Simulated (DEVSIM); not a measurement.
Structure: Au/SiO2/p-Si capacitor, at 250 K.

```
layer (left to right)  material  thickness (nm)  Na (cm⁻³)
---------------------  --------  --------------  ---------
1                          SiO2            1.10          -
2                            Si            8900     4.2e15
```

Metal gate on the left, work function 5.1 eV. Fixed charge at the semiconductor interface 0 cm⁻² (in units of +e); no interface traps.

Constants are typed, rounded textbook-type inputs, not results; the design itself was drawn at random and stands for no fabricated device. Values at 300 K; Nc and Nv go as T^1.5, mobilities as T to minus their exponent, the gap by Varshni's rule with the affinity fixed.

| parameter | SiO2 | Si |
|---|---|---|
| gap (eV) | 9 | 1.124 |
| affinity (eV) | 0.9 | 4.05 |
| permittivity | 3.9 | 11.7 |
| Nc (cm⁻³) | - | 2.86e19 |
| Nv (cm⁻³) | - | 3.1e19 |
| Varshni α (eV/K) | - | 0.000473 |
| Varshni β (K) | - | 636 |

DEVSIM, 1D Poisson equation in equilibrium, Boltzmann statistics, complete ionisation; no quantum confinement or tunnelling. Metal contacts follow the ideal Schottky-Mott rule: no Fermi-level pinning, no interface dipoles.

The interface trap density was swept, all else fixed.

```json
[
 {"interface trap density (cm^-2 eV^-1)": "0", "threshold voltage (band bending 2φF) (V)": "0.88", "flat-band voltage (V)": "0.10", "minimum of the low-frequency capacitance (μF/cm²)": "0.0233"},
 {"interface trap density (cm^-2 eV^-1)": "1e10", "threshold voltage (band bending 2φF) (V)": "0.88", "flat-band voltage (V)": "0.10", "minimum of the low-frequency capacitance (μF/cm²)": "0.0249"},
 {"interface trap density (cm^-2 eV^-1)": "1e11", "threshold voltage (band bending 2φF) (V)": "0.88", "flat-band voltage (V)": "0.10", "minimum of the low-frequency capacitance (μF/cm²)": "0.0390"},
 {"interface trap density (cm^-2 eV^-1)": "3e11", "threshold voltage (band bending 2φF) (V)": "0.88", "flat-band voltage (V)": "0.09", "minimum of the low-frequency capacitance (μF/cm²)": "0.0700"},
 {"interface trap density (cm^-2 eV^-1)": "1e12", "threshold voltage (band bending 2φF) (V)": "___", "flat-band voltage (V)": "0.08", "minimum of the low-frequency capacitance (μF/cm²)": "___"},
 {"interface trap density (cm^-2 eV^-1)": "2e12", "threshold voltage (band bending 2φF) (V)": "0.91", "flat-band voltage (V)": "0.06", "minimum of the low-frequency capacitance (μF/cm²)": "0.310"}
]
```

### Question
Complete the blanks.

### Answer

- 1e12, threshold voltage (band bending 2φF) (V): 0.90
- 1e12, minimum of the low-frequency capacitance (μF/cm²): 0.174
